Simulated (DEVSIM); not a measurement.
Device: illuminated Si n-on-p cell, one wavelength, with a back-surface field, at 300 K.

Layer 1 from the left is Si, thickness (μm) 0.170, Nd (cm⁻³) 8.6e18, τn (s) 4.2e-5, τp (s) 2.4e-5, absorption coefficient (cm⁻¹) 4400. Layer 2 from the left is Si, thickness (μm) 100, Na (cm⁻³) 2.5e15, τn (s) 5.6e-5, τp (s) 5.6e-5, absorption coefficient (cm⁻¹) 4400. Layer 3 from the left is Si, thickness (μm) 0.490, Na (cm⁻³) 7.3e18, τn (s) 5.6e-5, τp (s) 5.6e-5, absorption coefficient (cm⁻¹) 4400.

Left contact: ohmic, minority hole recombination velocity 30 cm/s. Right contact: ohmic, minority electron recombination velocity 1e6 cm/s. Voltage is applied to the left contact. Recombination: SRH at mid-gap, radiative, Auger. Light enters at the left, 3.3e17 photons cm⁻² s⁻¹, one pass, no reflection. Mobility is μmin + (μ − μmin)/(1 + (N/Nref)^α).

This is a model device: material constants are rounded textbook-type values typed into the input, and sizes, dopings and lifetimes were drawn at random. Values at 300 K.

Si: gap (eV) 1.124, affinity (eV) 4.05, permittivity 11.7, Nc (cm⁻³) 2.86e19, Nv (cm⁻³) 3.1e19, μn (cm²/Vs) 1417, μp (cm²/Vs) 470, μn,min 52, μp,min 45, Nref,n 9.7e16, Nref,p 2.2e17, αn 0.68, αp 0.72, B (cm³/s) 4.7e-15, Cn (cm⁶/s) 2.8e-31, Cp (cm⁶/s) 9.9e-32.

Simulated with DEVSIM: 1D drift-diffusion, Boltzmann statistics, complete ionisation; no tunnelling, impact ionisation, image-force lowering or self-heating.

Dark forward current:

```csv
|V| (V),|J| (A/cm²)
0.05,1.693e-10
0.10,6.420e-10
0.15,2.193e-9
0.20,8.242e-9
0.25,3.703e-8
0.30,1.993e-7
0.35,1.217e-6
0.40,7.950e-6
0.45,5.357e-5
0.50,0.0003640
0.55,0.002393
0.60,0.01318
0.65,0.05294
0.70,0.1990
0.75,0.8788
0.80,4.556
0.85,24.87
0.90,125.7
0.95,497.6
1.00,1369
1.05,2799
```

Task: Work out the local ideality factor n = ΔV / (kT/q · ln(J2/J1)) between the rows 0.15 and 0.20 V, 0.45 and 0.50 V, 1.00 and 1.05 V.

Result: kT/q = 25.85 mV. From 0.15 to 0.20 V: ln(8.242e-9/2.193e-9) = 1.324, n = 1.46. From 0.45 to 0.50 V: ln(0.0003640/5.357e-5) = 1.916, n = 1.01, near the 1 of diffusion or emission over a barrier. From 1.00 to 1.05 V: ln(2799/1369) = 0.715, n = 2.70.

Task: What current could the absorbed light give at most, and what share is collected?

Result: Σ αd = 44.3, so qΦ(1 − exp(−Σ αd)) = 52.9 mA/cm². The simulated short-circuit current is 52.82 mA/cm², a share of 1.00.

Task: Estimate the open-circuit voltage by superposition: the voltage at which the dark current equals that short-circuit current.

Result: Interpolating ln J in the table gives 0.650 V. The simulation gives 0.649 V, the same within the digits that matter. Superposition holds where collection doesn't change with voltage.

Task: Estimate the fill factor from FF0 = (v − ln(v + 0.72))/(v + 1), v = qVoc/(nkT), with n from the dark curve.

Result: The rows about Voc, 0.60 and 0.65 V, give n = 1.39, so v = 18.0 and FF0 = 0.794. The simulation gives 0.806; the estimate lies 1.5 % below.
